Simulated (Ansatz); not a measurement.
Seebeck coefficient (μV/K, mean over directions) of p-type MgSe (Fm-3m) against carrier density, Ansatz (a first-principles code) with r2SCAN with spin-orbit coupling, rigid bands. Computed gap 2.34 eV; densities at which minority carriers matter at this gap, or further valleys turn the trend, are left out. Conductivity mass 0.97 mₑ (harmonic mean over directions), N_v = 5.2e19 cm⁻³ at 300 K.

```json
[
 {"hole density": "1e16 cm⁻³", "300 K": "955", "500 K": "1036"},
 {"hole density": "1e17 cm⁻³", "300 K": "757", "500 K": "838"},
 {"hole density": "1e18 cm⁻³", "300 K": "559", "500 K": "639"},
 {"hole density": "3e18 cm⁻³", "300 K": "(withheld)", "500 K": "545"},
 {"hole density": "1e19 cm⁻³", "300 K": "362", "500 K": "442"},
 {"hole density": "3e19 cm⁻³", "300 K": "272", "500 K": "349"},
 {"hole density": "1e20 cm⁻³", "300 K": "181", "500 K": "252"},
 {"hole density": "3e20 cm⁻³", "300 K": "115", "500 K": "173"},
 {"hole density": "1e21 cm⁻³", "300 K": "(withheld)", "500 K": "(withheld)"}
]
```

**Question.** Complete the blanks.

**Answer.** 
- 3e18 cm⁻³, 300 K: 465
- 1e21 cm⁻³, 300 K: 66
- 1e21 cm⁻³, 500 K: 106

Rigid bands with a gap fixed in temperature, one relaxation time for all states, no polarons or phonon drag, and whether or not such doping can be reached.
